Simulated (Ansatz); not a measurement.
Take Al₂Cu (space group I4/mcm, No. 140; a = 6.006 Å, c = 4.790 Å) as the base. Axes: x, y, z lie along a, b, c of the conventional cell.

Calculations: DFT with r2SCAN, PAW potentials and a 500 eV plane-wave cutoff in Ansatz (a quantum-chemistry and plane-wave program), spin-orbit coupling left out.

For the base:

The volume per atom comes out as 14.40 Å³.

One thing is altered: tensile biaxial strain of 0.96 % in the plane normal to [001], as in epitaxy on a mismatched substrate; the out-of-plane cell vector and the atoms relax.

**Question.** What happens to the volume per atom?

**Answer.** The volume per atom increases by 0.18 Å³ to 14.58 Å³.

**Question.** How does this affect the energy relative to the base?

**Answer.** The energy rises by 1.9 meV/atom.

A biaxial case was relaxed in a doubled cell and then solved in the primitive one. Without a gap, meshes like the base's 12×12×12 leave anisotropic stresses uncertain by several tenths of a GPa, and small strain energies with them. Whether these cells are dynamically stable was not tested. All final runs are without spin polarisation.
